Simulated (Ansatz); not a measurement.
Surface energy of faces of fcc Al in PBE and in RPBE, in Ansatz (plane waves, PAW). Symmetric slabs relaxed with PBE from ideal cuts in 1x1 cells (the lowest computed cut and spin start of each face; real faces may reconstruct in larger cells); RPBE values are single points on them, with the bulk at the same level. No spin-orbit coupling, no U.

```json
[
 {"face": "(100)", "PBE (J/m²)": "0.92", "RPBE (J/m²)": "0.83"},
 {"face": "(110)", "PBE (J/m²)": "0.98", "RPBE (J/m²)": "0.89"},
 {"face": "(111)", "PBE (J/m²)": "0.82", "RPBE (J/m²)": "0.73"},
 {"face": "(210)", "PBE (J/m²)": "1.01", "RPBE (J/m²)": "0.91"},
 {"face": "(211)", "PBE (J/m²)": "0.97", "RPBE (J/m²)": "0.88"},
 {"face": "(221)", "PBE (J/m²)": "0.94", "RPBE (J/m²)": "0.85"},
 {"face": "(310)", "PBE (J/m²)": "1.02", "RPBE (J/m²)": "?"},
 {"face": "(311)", "PBE (J/m²)": "0.96", "RPBE (J/m²)": "0.86"},
 {"face": "(320)", "PBE (J/m²)": "1.02", "RPBE (J/m²)": "0.93"}
]
```

Q: Fit a straight line y = a·x + b by least squares to the 8 complete rows (x: PBE (J/m²); y: RPBE (J/m²)).

A: the means are x̄ = 0.9525 and ȳ = 0.8600; Σ(x − x̄)² = 0.027750 and Σ(x − x̄)(y − ȳ) = 0.027100, so a = 0.977 and b = ȳ − a·x̄ = -0.070. The largest residual is 0.007.

Q: What does the line predict for the withheld row, (310), and what did the calculation give?

A: the line gives 0.93; the calculation gave 0.93, a miss of 0.00, of the size of the fitted rows' scatter and rounding.

Ansatz is a program for electronic structure.
